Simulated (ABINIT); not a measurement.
ABINIT run on HgTe (F-43m, 2 atoms in the cell): self-consistent single point.

Level of theory: PBE, norm-conserving pseudopotentials (PseudoDojo nc-sr-05 PBE standard) (plane waves; ABINIT 10.0.3).

The change in words: lattice scaled by 0.98. Reference geometry:
```
HgTe
1.0
    0.00000     3.34526     3.34526
    3.34526     0.00000     3.34526
    3.34526     3.34526     0.00000
Hg Te
1 1
Direct
  0.00000   0.00000   0.00000
  0.25000   0.25000   0.25000
```

Reference input (self-consistent single point, DFT, PBE, plane waves, norm-conserving pseudopotentials (PseudoDojo nc-sr-05 PBE standard)): pseudos = [Hg.upf, Te.upf]; ecut = 41 Ha; ixc = 11; occopt = 7; tsmear = 0.00734986 Ha; ngkpt = 7 7 7; nshiftk = 1; shiftk = 0 0 0; potentials = PseudoDojo nc-sr-05 PBE standard; nband = 24; kptopt = 1; nstep = 100. This run's input differs from it in these lines:

```diff
@@ -3,7 +3,7 @@
 pseudos "Hg.upf, Te.upf"
-acell 8.9401200988 8.9401200988 8.9401200988
+acell 8.7613180710 8.7613180710 8.7613180710
 rprim
          0.0000000000    0.7071067812    0.7071067812
-         0.7071067812   -0.0000000000    0.7071067812
-         0.7071067812    0.7071067812   -0.0000000000
+         0.7071067812    0.0000000000    0.7071067812
+         0.7071067812    0.7071067812    0.0000000000
 natom 2
@@ -14,3 +14,3 @@
          0.0000000000    0.0000000000    0.0000000000
-         1.6726285000    1.6726285000    1.6726285000
+         1.6391760000    1.6391760000    1.6391760000
       Angstrom
```

Output (repeated stretches shortened):

```
--- !BeginCycle
solver: {iscf: 7, nstep: 100, nline: 4, wfoptalg: 0, }
tolerances: {tolvrs: 1.00E-12, }
...

     iter   Etot(hartree)      deltaE(h)  residm     vres2
 ETOT  1  -271.05309608075    -2.711E+02 8.043E-01 2.278E+02
 ETOT  2  -271.40932455548    -3.562E-01 6.616E-03 8.094E+01
 ETOT  3  -271.41751968868    -8.195E-03 2.375E-03 1.831E+00
 ETOT  4  -271.41761729619    -9.761E-05 2.563E-03 3.869E-01
 ETOT  5  -271.41763502240    -1.773E-05 3.391E-03 6.676E-02
   [... 4 lines left out ...]
 ETOT 10  -271.41763725895     9.663E-12 1.460E-04 6.653E-09
 ETOT 11  -271.41763725895     3.126E-12 5.052E-05 4.324E-10
 ETOT 12  -271.41763725897    -1.450E-11 8.495E-05 3.089E-12
 ETOT 13  -271.41763725895     1.535E-11 2.810E-05 1.054E-13
 At SCF step   13       vres2   =  1.05E-13 < tolvrs=  1.00E-12 =>converged.

 Cartesian components of stress tensor (hartree/bohr^3)
  sigma(1 1)= -5.35288936E-05  sigma(3 2)=  0.00000000E+00
  sigma(2 2)= -5.35288936E-05  sigma(3 1)=  0.00000000E+00
  sigma(3 3)= -5.35288936E-05  sigma(2 1)=  0.00000000E+00

 ----iterations are completed or convergence reached----

 reduced coordinates (array xred) for    2 atoms
       0.000000000000      0.000000000000      0.000000000000
       0.250000000000      0.250000000000      0.250000000000
 cartesian forces (eV/Angstrom) at end:
    1      0.00000000000000     0.00000000000000    -0.00000000000000
    2     -0.00000000000000    -0.00000000000000     0.00000000000000
 frms,max,avg= 2.6747914E-28 4.1905927E-28   0.000E+00  0.000E+00  0.000E+00 e/A
   [... lines left out ...]
 Fermi (or HOMO) energy (eV) =   4.44646   Average Vxc (eV)=  -9.05826
   [... lines left out ...]
total_energy        : -2.71417637258950E+02
total_energy_eV     : -7.38564951382753E+03
band_energy         : -3.39691414439609E+01
...

-Cartesian components of stress tensor (GPa)         [Pressure=  1.5749E+00 GPa]
- sigma(1 1)= -1.57487416E+00  sigma(3 2)=  0.00000000E+00
- sigma(2 2)= -1.57487416E+00  sigma(3 1)=  0.00000000E+00
- sigma(3 3)= -1.57487416E+00  sigma(2 1)=  0.00000000E+00

 Calculation completed.
```

The run converged in 13 iterations. Against the reference run the free energy rises by 5.7 meV/atom and the pressure goes from -0.63 to 1.57 GPa.

The starting cell comes from a database of computed structures (which also holds hypothetical and non-ambient phases and stackings), without a prior relaxation at this level. Its lattice was rescaled by a random factor within 2.5 % of one. For this run, on top of that: lattice scaled by 0.98. The run gives no clean gap (levels at the Fermi energy touch, overlap or are partly filled at this smearing), which alone does not show that the compound is a metal.

Cost on one core of a shared machine: roughly 2 min.
